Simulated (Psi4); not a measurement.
Psi4 1.11, B3LYP/def2-svp: W(NH)(S)(Cl)(OH) ([NH]=[W]([OH])(=[S])[Cl]), 7 atoms. The geometry is a generated start, not checked to be a minimum at this level.

| Property | Result |
|---|---|
| task | energy |
| method | b3lyp |
| basis | def2-svp |
| memory | 3 GB |
| maxiter | 100 |
| keys of the molecule block | symmetry c1 |
| scf_type | df (default) |
| guess | auto, which took SAD (default) |
| scf_initial_accelerator | adiis (default) |
| e_convergence | 1e-06 (default) |
| d_convergence | 1e-06 (default) |
| dft_radial_points | 75 (default) |
| dft_spherical_points | 302 (default) |
| effective core potentials | those of the basis set, past Kr |
| basis functions | 106 |
| grid points | 152001 |

```xyz
7

W      0.1181     0.3083     0.0272
N     -0.0580    -0.6131    -1.4756
H     -0.0353    -1.2148    -2.2991
S      2.2575     0.2868     0.4893
Cl    -0.3123     2.4143    -0.4423
O     -0.7806    -0.3238     1.5038
H     -1.1895    -0.8577     2.1967
```

Charge 0 and multiplicity 1 are set for this test and not shown to be the ground state.

One run each on 2 threads. Values of diis_max_vecs tried: 3, 6, 10 (default), 20.

**Question.** Which value of diis_max_vecs needs the fewest SCF iterations, and what happens away from it?

**Answer.** Fewest SCF iterations, within one of each other: 6 with 12, 10 (default) with 12, 20 with 12. The count rises to 84 at 3. All converge to one solution.

```csv
diis_max_vecs,SCF iterations,end
3,84,same solution
6,12,same solution
10 (default),12,same solution
20,12,same solution
```
